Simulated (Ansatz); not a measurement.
In₂Bi (P6₃/mmc, No. 194, 6 atoms in the cell; start mp-23188) was calculated with LDA in Ansatz (PAW).

Run with plane-wave cutoff 520 eV, 12×12×10 k mesh (along the axes of the cell as run), Fermi–Dirac smearing 0.05 eV, scalar-relativistic PAW data made under PBE.

Cell (relaxed at this level):

```xyz
6
Lattice="5.3926 0.0000 0.0000 -2.6963 4.6701 0.0000 0.0000 0.0000 6.4200" Properties=species:S:1:pos:R:3 pbc="T T T"
In     0.0000     0.0000     0.0000
In     0.0000     0.0000     3.2100
In     2.6963     1.5567     1.6050
In     0.0000     3.1134     4.8150
Bi     2.6963     1.5567     4.8150
Bi     0.0000     3.1134     1.6050
```

Task: Predict the bulk modulus.

Result: 
* **bulk modulus**: 50.0 GPa

The run finds no gap.

Note: the bulk modulus is −V dP/dV from two relaxed cells at ±2 % in volume; the relaxation could not lower the start's symmetry, so the cell can be a saddle point above a distorted one.

Spin–orbit coupling is not included; it can shift volumes and moduli of such heavy elements.

A start named mp-… is a Materials Project structure, which need not be a measured phase.

Ansatz is a first-principles code.
